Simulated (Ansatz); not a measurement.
The structure below was relaxed with PBEsol in Ansatz (plane waves to 420 eV, PAW, without spin-orbit coupling), earlier PAW set, at pressure 18 GPa.

```yaml
crystal:
  lattice:
    - [4.01386, 0.00000, 0.00000]
    - [0.00000, 4.01386, 0.00000]
    - [0.00000, 0.00000, 4.01386]
  atoms:
    - { symbol: La, position: [0.00000, 0.00000, 0.00000] }
    - { symbol: B, position: [0.19862, 0.50000, 0.50000] }
    - { symbol: B, position: [0.80138, 0.50000, 0.50000] }
    - { symbol: B, position: [0.50000, 0.50000, 0.19862] }
    - { symbol: B, position: [0.50000, 0.50000, 0.80138] }
    - { symbol: B, position: [0.50000, 0.19862, 0.50000] }
    - { symbol: B, position: [0.50000, 0.80138, 0.50000] }
```

**Question.** Find the space group and the Wyckoff positions.

**Answer.** Space group Pm-3m (No. 221); a = 4.014 Å, b = 4.014 Å, c = 4.014 Å, α = 90.00°, β = 90.00°, γ = 90.00°

```json
[
 {"atom": "La", "site": "1a", "symmetry": "m-3m", "x": "0.0000", "y": "0.0000", "z": "0.0000"},
 {"atom": "B", "site": "6f", "symmetry": "4m.m", "x": "0.1986", "y": "0.5000", "z": "0.5000"}
]
```

Load acts through the strain it causes; cell and atoms are relaxed under it. Stability against distortions was not tested. No other phases were tried under pressure. All final runs are without spin polarisation. The cell was made from LaB6 (space group Pm-3m, No. 221) by this change: pressure 18 GPa.

Ansatz is a program for electronic structure.
